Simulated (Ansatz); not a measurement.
A relaxation of cell and atoms of Au (Fm-3m, 1 atom in the cell) with Ansatz (an electronic-structure program).

Computed with PBEsol, default PAW files made with PBE (plane waves; Ansatz).

The change in words: atoms on their sites; basis.ecutwfc: 420 eV → 840 eV; relax: default → cell and atoms. Reference geometry:
```xyz
1
Lattice="0.0000 2.0339 2.0339 2.0339 0.0000 2.0339 2.0339 2.0339 0.0000" Properties=species:S:1:pos:R:3 pbc="T T T"
Au     0.0000     0.0000     0.0000
```

Reference input (self-consistent single point, DFT, PBEsol, plane waves, default PAW files made with PBE): basis.ecutwfc = 420 eV; kpoints.mp_grid.grid = 14 14 14; hamiltonian.xc = pbesol; hamiltonian.pseudopotentials = {kind: paw} (the program's default PAW files); scf.occupations.method = fermi_dirac; scf.occupations.width = 0.1 eV. This run's input differs from it in these lines:

Ansatz 0.2 input:
```diff
@@ -8,3 +8,3 @@
 basis:
-  ecutwfc: 420.0 eV
+  ecutwfc: 840.0 eV
 kpoints:
@@ -20,2 +20,4 @@
     width: 0.1 eV
+relax:
+  cell: {}
 output:
```

The program printed (abridged):

```
   [... SCF lines of the steps left out ...]
relax step   1: F+E_penalty+E_count = -13007.10233221 eV  Δ(F+E_penalty+E_count) = +0.000e0 eV  max|allowed force component| = 0.000e0 eV/Å  Δτ_max = 0.0000 Å  P = +2.030 GPa  Ω = 16.827 Å³  (6 SCF iters, dr2 threshold 1.00e-7 eV, accepted)
relax step   2: F+E_penalty+E_count = -13007.09970865 eV  Δ(F+E_penalty+E_count) = +2.624e-3 eV  max|allowed force component| = 0.000e0 eV/Å  Δτ_max = 0.0000 Å  P = -3.384 GPa  Ω = 17.368 Å³  energy of the carried Pulay correction = -3.277e-6 eV  (5 [...]
   [... lines left out ...]
relax step   4: F+E_penalty+E_count = -13007.10351476 eV  Δ(F+E_penalty+E_count) = -3.014e-6 eV  max|allowed force component| = 0.000e0 eV/Å  Δτ_max = 0.0000 Å  P = +0.001 GPa  Ω = 17.016 Å³  energy of the carried Pulay correction = -1.158e-6 eV  (2 [...]
relax step   5: F+E_penalty+E_count = -13007.10351525 eV  Δ(F+E_penalty+E_count) = -4.826e-7 eV  max|allowed force component| = 0.000e0 eV/Å  Δτ_max = 0.0000 Å  P = +0.001 GPa  Ω = 17.016 Å³  stress off target by 1.08e-3 GPa  SCF on the basis [...]
basis re-selected at this cell: Δ(F+E_penalty+E_count) = -4.826e-7 eV, ΔP = +0.000 GPa vs the last step
Stability not checked: this state was not tested for a lower state beside it, because too few of the mixer's solves of this state at the end of the SCF gave a …
Free energy (F): -13007.103515 eV
Internal energy: -13007.092918 eV  (E = F + TS)
E sigma→0 (E₀):  -13007.098217 eV
Entropy (-TS):   -0.010597 eV (-10.597 meV/atom)
Fermi energy:    20.463424 eV
--- Forces (eV/Å), atoms counted from 1 ---
  atom   1  Au    -0.00000000    -0.00000000     0.00000000
   [... lines left out ...]
to start a new deck from the relaxed geometry:
  cell:  # Å, volume = 17.0161 Å³
    - [5.015756863368976e-35, 2.0414727857654524, 2.0414727857654524]
    - [2.0414727857654524, -2.810416138742712e-34, 2.0414727857654524]
    - [2.0414727857654524, 2.0414727857654524, -2.5476860164477947e-35]
  atoms:
    - { symbol: Au, position: [0.0, 0.0, 0.0] }
```

The run converged. 

Summary of the result:
```
Property                                                                           Result
-----------------------------------------------  ----------------------------------------
Free energy E − TS (on the zero of these files)                            -13007.1035 eV
Fermi level (on the code's own zero)                                             20.46 eV
Pressure                                                                         0.00 GPa
Final cell                                       a = b = c = 2.8871 Å, α = β = γ = 60.00°
Final volume per atom                                                            17.02 Å³
Relaxation steps                                                                        5
```

The starting cell has typed, rounded lattice constants, without a prior relaxation at this level. Its lattice was rescaled by up to half a per cent. The relaxation keeps the symmetry of its start, so its end need not be a minimum. Ansatz's pressure includes its estimate of the finite-basis (Pulay) stress.
